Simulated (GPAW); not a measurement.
Worked example: self-consistent single point of CdSe (P6_3mc, 4 atoms in the cell) in GPAW.

Method: LDA (Perdew-Wang 92), GPAW PAW datasets LDA (gpaw-data 1.0.1) (plane waves; GPAW 25.7.0).

```yaml
crystal:
  lattice:
    - [4.32827, 0.00000, 0.00000]
    - [-2.16414, 3.74839, 0.00000]
    - [0.00000, 0.00000, 7.06077]
  atoms:
    - { symbol: Cd, position: [0.66667, 0.33333, 0.49995] }
    - { symbol: Cd, position: [0.33333, 0.66667, 0.99995] }
    - { symbol: Se, position: [0.66667, 0.33333, 0.87591] }
    - { symbol: Se, position: [0.33333, 0.66667, 0.37591] }
```

Reference input (self-consistent single point, DFT PBE, plane waves, GPAW PAW datasets PBE (gpaw-data 1.0.1)): mode = pw; ecut = 600 eV; xc = PBE; kpts = 5 5 3; mesh shift (steps) = 0 0 0; occupations.name = fermi-dirac; occupations.width = 0.01 eV; nbands = -4; convergence.forces = 0.001 eV/Å; convergence.bands = -2; symmetry.symmorphic = false; symmetry.tolerance = 0.0005. This run's input differs from it in these lines:

```diff
@@ -15,3 +15,3 @@
 calc = GPAW(mode={'name': 'pw', 'ecut': 600},
-            xc='PBE',
+            xc='LDA',
             kpts=(5, 5, 3),
```

Its files differ too (potentials: GPAW PAW datasets LDA (gpaw-data 1.0.1)).

The program printed (abridged):

```
     iter     time        total  log10-change:
                         energy   eigst   dens  force
iter:   1 --:--:--   -14.563639   -0.04
iter:   2 --:--:--   -14.421210   -1.30  -1.20
iter:   3 --:--:--   -13.898661   -1.14  -1.24
iter:   4 --:--:--   -13.899515   -2.26  -1.62
iter:   5 --:--:--   -13.919425   -2.14  -1.68
iter:   6 --:--:--   -13.869530   -2.61  -2.13
iter:   7 --:--:--   -13.871491   -4.38  -2.82
iter:   8 --:--:--   -13.867519c  -3.36  -2.76
iter:   9 --:--:--   -13.868256c  -3.91  -3.29
iter:  10 --:--:--   -13.867823c  -5.14  -3.14
iter:  11 --:--:--   -13.867644c  -4.12  -3.26
iter:  12 --:--:--   -13.867553c  -5.44  -3.66
iter:  13 --:--:--   -13.867551c  -6.41  -4.19c
iter:  14 --:--:--   -13.867553c  -6.42  -4.29c
iter:  15 --:--:--   -13.867560c  -6.51  -4.17c
iter:  16 --:--:--   -13.867551c  -6.07  -4.05c
iter:  17 --:--:--   -13.867554c  -6.73  -4.29c
iter:  18 --:--:--   -13.867551c  -6.59  -4.12c
iter:  19 --:--:--   -13.867551c  -8.38c -5.25c
iter:  20 --:--:--   -13.867551c  -9.41c -5.34c -4.05c
Converged after 20 iterations.

Dipole moment: (-0.000000, 0.000000, 3.822427) |e|*Ang

Energy contributions relative to reference atoms: (reference = -436106.280585)

Kinetic:        +28.613977
Potential:      -26.279612
External:        +0.000000
XC:             -16.305857
Entropy (-ST):   -0.000000
Local:           +0.103942
SIC:             +0.000000
--------------------------
Free energy:    -13.867551
Extrapolated:   -13.867551

Showing only first 2 kpts
 Kpt  Band  Eigenvalues  Occupancy
  0    16      3.14074    2.00000
  0    17      3.14076    2.00000
  0    18      3.48088    0.00000
  0    19      5.09264    0.00000

  1    16      2.93679    2.00000
  1    17      2.93681    2.00000
  1    18      4.93040    0.00000
  1    19      5.23366    0.00000

Fermi level: 3.31426

Gap: 0.340 eV
Transition (v -> c):
   [... lines left out ...]
Energy (eV): -13.867551

Forces in eV/Ang:
  0 Cd    0.00000   -0.00000    0.00615
  1 Cd   -0.00000   -0.00000    0.00615
  2 Se    0.00000    0.00000   -0.00542
  3 Se   -0.00000   -0.00000   -0.00542

Stress tensor:
     0.018172     0.000000     0.000000
     0.000000     0.018172     0.000000
     0.000000     0.000000     0.018448
Stress (GPa, Voigt): [2.9114 2.9114 2.9556 0.     0.     0.    ]
```

The run converged in 20 iterations. GPAW prints stress with tension positive. Against the reference run the pressure goes from 1.67 to -2.93 GPa, the largest force goes from 0.010 to 0.006 eV/Å and the gap on the mesh goes from 0.619 to 0.340 eV.

The starting cell comes from a database of computed structures (which also holds hypothetical and non-ambient phases and stackings), without a prior relaxation at this level. Its lattice was rescaled by a random factor within 2.5 % of one.
